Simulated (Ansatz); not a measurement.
The starting structures come from a database of crystals and need not be the phases stable at ambient conditions.

 Where the default PAW files enter, the runs use the earlier of Ansatz's two default sets.

Evanescent states of MgTe (P6_3mc, wurtzite, not sure to be the ambient phase, 4 atoms a cell, 33.9 Å³ an atom) along the normal of (110)

Computed with PBEsol (plane waves, PAW; Ansatz, a first-principles code).

The gap is the functional's own. No spin-orbit coupling. Mid-gap values are interpolated on the energy grid.

Energies count from the valence-band top; κ is the least over a 4×4 mesh across the current.

```tsv
E (eV)	κ (1/Å)	where
0.06	0.069	Γ
0.18	0.096	Γ
0.30	0.115	Γ
0.42	0.129	Γ
0.54	0.139	Γ
0.66	0.147	Γ
0.78	0.152	Γ
0.90	0.156	Γ
1.02	0.158	Γ
1.14	0.159	Γ
1.26	0.157	Γ
1.38	0.155	Γ
1.50	0.150	Γ
1.62	0.144	Γ
1.74	0.136	Γ
1.86	0.124	Γ
1.98	0.110	Γ
2.10	0.090	Γ
2.22	0.058	Γ
```

Question: How thick must the barrier be to attenuate the transmission by 10^8 when the electrodes' Fermi level lies at 0.42 eV, and what attenuation does that film give at 1.50 eV?

Answer: d = 8 ln 10 / (2 × 0.129) = 71.4 Å. At 1.50 eV it gives 8 × 0.150/0.129 = 9.3 decades.
